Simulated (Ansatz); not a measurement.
**GaN: response to strain**

Base system: GaN in the rock salt structure (space group Fm-3m, No. 225; a = 4.219 Å; a model cell). Axes: x, y, z lie along the cube axes.

Strains are applied to the cell and any free atomic positions relax; under biaxial strain the out-of-plane vector relaxes too; under stress the whole cell relaxes.

Method: plane-wave PAW DFT at the PBEsol level (Ansatz, a quantum-chemistry and plane-wave program, 420 eV), no spin-orbit coupling.

Notes on the quantities. energy relative to the base: free energy F.

| case | energy relative to the base | band gap | volume per atom |
|---|---|---|---|
| base | 0 meV/atom | 0.54 eV | 9.39 Å³ |
| biaxial strain +3.68 %, plane normal [001], relaxed out of plane | +25 meV/atom | zero | 9.78 Å³ |
| uniaxial strain ε_xx = −1.13 % | +1.4 meV/atom | 0.55 eV | 9.28 Å³ |
| uniaxial stress, 8 GPa compression along x | (withheld) | (withheld) | (withheld) |

**Question.** What belongs in the blanks?

**Answer.** 
- uniaxial stress, 8 GPa compression along x, energy relative to the base: +6.4 meV/atom
- uniaxial stress, 8 GPa compression along x, band gap: 0.36 eV
- uniaxial stress, 8 GPa compression along x, volume per atom: 9.31 Å³

A case with no gap was solved on a k-mesh chosen for an insulator, which is coarse for it. Beyond what the load breaks, stability against distortions was not tested. The base started in Pnma and relaxed to Fm-3m at this level. All final runs are without spin polarisation. This is not the structure that GaN has at room temperature and ambient pressure. A zero or small gap of GaN under biaxial strain +3.68 %, plane normal [001], relaxed out of plane can be the functional's error rather than a property of the material.
